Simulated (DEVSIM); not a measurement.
Structure: illuminated Si p-on-n cell, one wavelength, with a back-surface field, at 400 K.

Layer 1 from the left is Si, thickness (μm) 0.390, Na (cm⁻³) 1.4e19, τn (s) 2.1e-8, τp (s) 2.1e-8, absorption coefficient (cm⁻¹) 1500. Layer 2 from the left is Si, thickness (μm) 190, Nd (cm⁻³) 6.2e15, τn (s) 4.2e-7, τp (s) 4.2e-7, absorption coefficient (cm⁻¹) 1500. Layer 3 from the left is Si, thickness (μm) 0.110, Nd (cm⁻³) 5.1e18, τn (s) 4.2e-7, τp (s) 4.2e-7, absorption coefficient (cm⁻¹) 1500.

Left contact: ohmic, minority electron recombination velocity 6e5 cm/s. Right contact: ohmic, minority hole recombination velocity 7e6 cm/s. Voltage is applied to the left contact. Recombination: SRH at mid-gap, radiative, Auger. Gap narrowing is on: ΔEg = 6.92 meV × (l + √(l² + 0.5)), l = ln(N/1.3e17 cm⁻³), shared equally by both band edges. Light enters at the left, 7.5e17 photons cm⁻² s⁻¹, one pass, no reflection. Mobility is μmin + (μ − μmin)/(1 + (N/Nref)^α).

Constants are typed, rounded textbook-type inputs, not results; the design itself was drawn at random and stands for no fabricated device. Values at 300 K; Nc and Nv go as T^1.5, mobilities as T to minus their exponent, the gap by Varshni's rule with the affinity fixed.

Si: gap (eV) 1.124, affinity (eV) 4.05, permittivity 11.7, Nc (cm⁻³) 2.86e19, Nv (cm⁻³) 3.1e19, μn (cm²/Vs) 1417, μp (cm²/Vs) 470, μn,min 52, μp,min 45, Nref,n 9.7e16, Nref,p 2.2e17, αn 0.68, αp 0.72, T exponent of μn 2.3, T exponent of μp 2.2, B (cm³/s) 4.7e-15, Cn (cm⁶/s) 2.8e-31, Cp (cm⁶/s) 9.9e-32, Varshni α (eV/K) 0.000473, Varshni β (K) 636.

Model (solved in DEVSIM): 1D drift-diffusion, Boltzmann statistics, complete ionisation; no tunnelling, impact ionisation, image-force lowering or self-heating.

Dark forward current:

| |V| (V) | |J| (A/cm²) |
|---|---|
| 0.05 | 2.077e-5 |
| 0.10 | 9.186e-5 |
| 0.15 | 0.0003605 |
| 0.20 | 0.001429 |
| 0.25 | 0.005792 |
| 0.30 | 0.02360 |
| 0.35 | 0.09257 |
| 0.40 | 0.3155 |
| 0.45 | 0.8291 |
| 0.50 | 1.671 |
| 0.55 | 2.794 |
| 0.60 | 4.148 |
| 0.65 | 5.702 |
| 0.70 | 7.438 |
| 0.75 | 9.350 |
| 0.80 | 11.44 |
| 0.85 | 13.71 |
| 0.90 | 16.17 |
| 0.95 | 18.84 |
| 1.00 | 21.73 |
| 1.05 | 24.88 |
| 1.10 | 28.30 |
| 1.15 | 32.04 |
| 1.20 | 36.12 |
| 1.25 | 40.58 |
| 1.30 | 45.45 |

Question: Work out the local ideality factor n = ΔV / (kT/q · ln(J2/J1)) between the rows 0.15 and 0.20 V, 0.25 and 0.30 V, 1.25 and 1.30 V.

Answer: kT/q = 34.47 mV. From 0.15 to 0.20 V: ln(0.001429/0.0003605) = 1.377, n = 1.05, near the 1 of diffusion or emission over a barrier. From 0.25 to 0.30 V: ln(0.02360/0.005792) = 1.405, n = 1.03, near the 1 of diffusion or emission over a barrier. From 1.25 to 1.30 V: ln(45.45/40.58) = 0.113, n = 12.80.

Question: What current could the absorbed light give at most, and what share is collected?

Answer: Σ αd = 28.6, so qΦ(1 − exp(−Σ αd)) = 120 mA/cm². The simulated short-circuit current is 88.63 mA/cm², a share of 0.74.

Question: Estimate the open-circuit voltage by superposition: the voltage at which the dark current equals that short-circuit current.

Answer: Interpolating ln J in the table gives 0.348 V. The simulation gives 0.346 V; the estimate lies 2 mV above. Superposition holds where collection doesn't change with voltage.

Question: Estimate the fill factor from FF0 = (v − ln(v + 0.72))/(v + 1), v = qVoc/(nkT), with n from the dark curve.

Answer: The rows about Voc, 0.30 and 0.35 V, give n = 1.06, so v = 9.46 and FF0 = 0.683. The simulation gives 0.680, the same within the digits that matter.
